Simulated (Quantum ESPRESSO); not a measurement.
Input and output of a self-consistent single point for YCo2Ge2 (I4/mmm, 5 atoms in the cell) (Quantum ESPRESSO).

Method of the run: PBEsol, PSlibrary ultrasoft (PBE) pseudopotentials (plane waves; Quantum ESPRESSO).

```
Y(CoGe)2
1.0
   -1.97187     1.97187     5.04209
    1.97187    -1.97187     5.04209
    1.97187     1.97187    -5.04209
Y Co Ge
1 2 2
Direct
  0.00000   0.00000   0.00000
  0.75000   0.25000   0.50000
  0.25000   0.75000   0.50000
  0.62888   0.62888   0.00000
  0.37112   0.37112   0.00000
```

Reference input (self-consistent single point, DFT, LDA (PZ), plane waves, PSlibrary ultrasoft (LDA) pseudopotentials): ecutwfc = 55 Ry; ecutrho = 385 Ry; occupations = smearing; smearing = gaussian; degauss = 0.0147 Ry; K_POINTS = automatic 7 7 7 0 0 0; conv_thr = 1e-09 Ry. This run's input differs from it in these lines:

```diff
@@ -12,4 +12,4 @@
     ntyp = 3,
-    ecutwfc = 55,
-    ecutrho = 385,
+    ecutwfc = 50,
+    ecutrho = 350,
     occupations = 'smearing',
@@ -17,2 +17,3 @@
     degauss = 0.0147,
+    input_dft = 'pbesol',
 /
@@ -22,5 +23,5 @@
 ATOMIC_SPECIES
-Y     88.9058  Y.pz-spn-rrkjus_psl.1.0.0.UPF
-Co    58.9332  Co.pz-n-rrkjus_psl.1.0.0.UPF
-Ge    72.6300  Ge.pz-n-rrkjus_psl.1.0.0.UPF
+Y     88.9058  Y.pbe-spn-rrkjus_psl.1.0.0.UPF
+Co    58.9332  Co.pbe-n-rrkjus_psl.1.0.0.UPF
+Ge    72.6300  Ge.pbe-n-rrkjus_psl.1.0.0.UPF
 ATOMIC_POSITIONS {alat}
```

Log, with long lists cut:

```
     Self-consistent Calculation

     iteration #  1     ecut=    50.00 Ry     beta= 0.70

     total energy              =    -257.48340604 Ry
     estimated scf accuracy    <       1.52354218 Ry

     iteration #  2     ecut=    50.00 Ry     beta= 0.70

     total energy              =    -253.04829487 Ry
     estimated scf accuracy    <      86.20290280 Ry

     iteration #  3     ecut=    50.00 Ry     beta= 0.70

     total energy              =    -258.62517054 Ry
     estimated scf accuracy    <       0.20939491 Ry

   [... 10 blocks of this kind left out ...]

     iteration # 14     ecut=    50.00 Ry     beta= 0.70

     total energy              =    -258.65494833 Ry
     estimated scf accuracy    <          1.8E-09 Ry

     iteration # 15     ecut=    50.00 Ry     beta= 0.70
     End of self-consistent calculation

     the Fermi energy is    11.6793 ev

!    total energy              =    -258.65494833 Ry
     estimated scf accuracy    <          1.7E-11 Ry
     smearing contrib. (-TS)   =      -0.00509264 Ry
     internal energy E=F+TS    =    -258.64985569 Ry

     convergence has been achieved in  15 iterations

     Forces acting on atoms (cartesian axes, Ry/au):

     atom    1 type  1   force =    -0.00000000   -0.00000000    0.00000000
     atom    2 type  2   force =     0.00000000    0.00000000    0.00000000
     atom    3 type  2   force =    -0.00000000   -0.00000000    0.00000000
     atom    4 type  3   force =     0.00000000    0.00000000   -0.00684074
     atom    5 type  3   force =     0.00000000    0.00000000    0.00684074

     Total force =     0.009674     Total SCF correction =     0.000002

          total   stress  (Ry/bohr**3)                   (kbar)     P=      -24.37
  -0.00015888   0.00000000   0.00000000          -23.37        0.00        0.00
   0.00000000  -0.00015888   0.00000000            0.00      -23.37        0.00
  -0.00000000  -0.00000000  -0.00017920           -0.00       -0.00      -26.36

   JOB DONE.
```

The run converged in 15 iterations. Against the reference run the pressure goes from -6.72 to -2.44 GPa and the largest force goes from 0.057 to 0.176 eV/Å.

The starting cell comes from a database of computed structures (which also holds hypothetical and non-ambient phases and stackings), without a prior relaxation at this level. Its lattice was rescaled by a random factor within 2.5 % of one. Spin polarisation is off.

Cost on one core of a shared machine: roughly 3 min.
